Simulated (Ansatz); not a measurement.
Worked calculations on one periodic cell of amorphous Hf$_{18}$O$_{39}$In$_{2}$: Hf18O39In2, 59 atoms, volume 767.7 Å³, made by a melt-quench on the CHGNet potential and relaxed with DFT. O atoms were pushed apart under 1.9 Å during the dynamics, to hinder bonds among them. It is a model cell: composition and starting density were chosen by hand, and all elements were melted together. Cycles of charging were run to anneal it. These are PBE, scalar-relativistic without spin-orbit coupling (plane waves to 420 eV, PAW; Ansatz, a program for electronic structure) values and carry that method's errors. Sampling: a 2×2×2 Γ-centred mesh; Fermi-Dirac width 0.02 eV; no spin polarisation. Its volume was held where the quench left it, its shape was free, and it stands at a mean pressure of -3.8 GPa with stress components up to 3.8 GPa; the relaxation ran on the zone centre alone. Its density went from a set 8.80 to 8.80 g/cm³. The cell is small and was quenched far faster than a real film, so it is one sample of the glass.

Problem. Count formal charges (Hf +4, O -2, In +3). What does the count lead one to expect at the Fermi level, and what does the calculation give?

Solution. 18 × (+4) + 39 × (-2) + 2 × (+3) = 0. The charges balance, so the anion-derived valence states can be full and a gap can open. On this mesh the highest filled and lowest empty level lie 3.12 eV apart, the PBE gap of this cell, with a localised state at one edge or both.

Four energies for an added electron at PBE on the zone centre alone (charged cells in a uniform background, spin-polarised): neutral at the neutral geometry -316398.271 eV; charged at the neutral geometry -316383.300 eV; charged and relaxed -316383.526 eV; neutral at the charged geometry -316397.997 eV.

Problem. Find the two relaxation energies and their sum, the reorganisation energy.

Solution. On charging: -316383.300 − (-316383.526) = 0.226 eV. On discharging: -316397.997 − (-316398.271) = 0.274 eV. The sum is 0.500 eV. The carrier's level spreads over 14 of the 59 atoms' worth, so it counts as partly localised, most on one In atom with neighbours O 2.12 Å, O 2.21 Å, O 2.26 Å, O 2.30 Å, O 2.35 Å, O 2.42 Å (neutral geometry). The values are uncorrected: the image energy of a point charge in this cell, 2.84 × 14.40 / (2 × 9.2) = 2.2 eV before screening, is screened by electrons alone at the fixed geometry and by ions too after relaxing, and the carrier can be spread before it relaxes, so each term can be off by up to that value times 1/ε∞, some tenths of an eV. PBE's self-interaction favours spread-out carriers, so a hybrid can localise more.

Four energies for a hole at PBE on the zone centre alone (charged cells in a uniform background, spin-polarised): neutral at the neutral geometry -316398.271 eV; charged at the neutral geometry -316409.959 eV; charged and relaxed -316410.173 eV; neutral at the charged geometry -316397.652 eV.

Problem. Find the two relaxation energies and their sum, the reorganisation energy.

Solution. On charging: -316409.959 − (-316410.173) = 0.214 eV. On discharging: -316397.652 − (-316398.271) = 0.619 eV. The sum is 0.833 eV. The carrier's level spreads over 4 of the 59 atoms' worth, so it counts as localised, most on one O atom with neighbours Hf 2.09 Å, Hf 2.14 Å, Hf 2.14 Å (neutral geometry). The values are uncorrected: the image energy of a point charge in this cell, 2.84 × 14.40 / (2 × 9.2) = 2.2 eV before screening, is screened by electrons alone at the fixed geometry and by ions too after relaxing, and the carrier can be spread before it relaxes, so each term can be off by up to that value times 1/ε∞, some tenths of an eV. PBE's self-interaction favours spread-out carriers, so a hybrid can localise more.
